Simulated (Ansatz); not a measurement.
## Effective masses and thermopower of MgS under load (space group I4/mmm)

Consider the following.

```
MgS
1.0
    0.00000     2.62981     2.59094
    2.62981     0.00000     2.59094
    2.62981     2.62981     0.00000
Mg S
1 1
Direct
  0.00000   0.00000   0.00000
  0.50000   0.50000   0.50000
```

Method: PBEsol, rigid bands (plane waves, PAW, scalar-relativistic; Ansatz, an electronic-structure program). Condition of this run: biaxial strain xx = yy = +1.5 %, z clamped. How the cell was made: cell and atoms relaxed with PBEsol, then loaded as said.

```yaml
band_gap: 2.60 eV
electron conductivity mass (300 K, dilute): 0.31 (x), 0.31 (y), 0.48 (z) mₑ
hole conductivity mass (300 K, dilute): 0.97 (x), 0.97 (y), 1.02 (z) mₑ
effective density of states N_c (300 K): 6.0e18 cm⁻³
effective density of states N_v (300 K): 1.1e20 cm⁻³
density_of_states_mass_electrons: 0.38 mₑ
density_of_states_mass_holes: 2.6 mₑ
Seebeck coefficient, n-type 1e19 cm⁻³, 300 K: -220 μV/K
best n-type power factor at 300 K for τ = 10 fs (best axis; densities from 1e16 to 1e21 cm⁻³ tried, whether or not they can be reached): 7.1 μW/(cm·K²) at 1e20 cm⁻³
Seebeck coefficient, p-type 1e19 cm⁻³, 300 K: 441 μV/K
```

Rigid bands; masses and Seebeck coefficients take one relaxation time τ for all states and one kind of carrier; polarons and phonon drag are left out. Spin-orbit coupling is left out; where it splits the top of the valence band, N_v and the p-type Seebeck coefficient come out somewhat high without it.
